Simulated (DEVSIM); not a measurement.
Device: Mo/SiO2/p-Ge capacitor, at 300 K.

```tsv
layer (left to right)	material	thickness (nm)	Na (cm⁻³)
1	SiO2	0.660	-
2	Ge	16000	1.4e15
```

Metal gate on the left, work function 4.6 eV. Fixed charge at the semiconductor interface 4.2e11 cm⁻² (in units of +e); no interface traps.

This is a model device: material constants are rounded textbook-type values typed into the input, and sizes, dopings and lifetimes were drawn at random. Values at 300 K.

| parameter | SiO2 | Ge |
|---|---|---|
| gap (eV) | 9 | 0.664 |
| affinity (eV) | 0.9 | 4 |
| permittivity | 3.9 | 16 |
| Nc (cm⁻³) | - | 1.04e19 |
| Nv (cm⁻³) | - | 6e18 |

DEVSIM, 1D Poisson equation in equilibrium, Boltzmann statistics, complete ionisation; no quantum confinement or tunnelling. Metal contacts follow the ideal Schottky-Mott rule: no Fermi-level pinning, no interface dipoles.

Tabulate band edges, carrier densities and field at 0.3 V on the gate.

Energies count from the Fermi level of the right contact; mesh points crowd at the junctions.

```tsv
x (μm)	Ec (eV)	Ev (eV)	n (cm⁻³)	p (cm⁻³)	field (V/cm)
0.000	3.400	-5.600	< 1e2	< 1e2	-170000
0.0004794	3.392	-5.608	< 1e2	< 1e2	-170000
0.001635	0.290	-0.374	1.4e14	3.1e12	6500
0.004317	0.291	-0.373	1.3e14	3.3e12	6500
0.01375	0.297	-0.367	1.0e14	4.2e12	6300
0.03165	0.309	-0.355	6.8e13	6.4e12	6000
0.07203	0.332	-0.332	2.8e13	1.6e13	5400
0.2141	0.392	-0.272	2.7e12	1.6e14	3200
0.4835	0.439	-0.225	4.4e11	9.9e14	670
1.091	0.448	-0.216	3.1e11	1.4e15	≈ 0
2.463	0.448	-0.216	3.1e11	1.4e15	≈ 0
7.287	0.448	-0.216	3.1e11	1.4e15	≈ 0
12.07	0.448	-0.216	3.1e11	1.4e15	≈ 0
14.26	0.448	-0.216	3.1e11	1.4e15	≈ 0
15.41	0.448	-0.216	3.1e11	1.4e15	≈ 0
15.74	0.448	-0.216	3.1e11	1.4e15	≈ 0
15.89	0.448	-0.216	3.1e11	1.4e15	≈ 0
15.95	0.448	-0.216	3.1e11	1.4e15	≈ 0
15.98	0.448	-0.216	3.1e11	1.4e15	≈ 0
15.99	0.448	-0.216	3.1e11	1.4e15	≈ 0
16.00	0.448	-0.216	3.1e11	1.4e15	≈ 0
16.00	0.448	-0.216	3.1e11	1.4e15	≈ 0
```
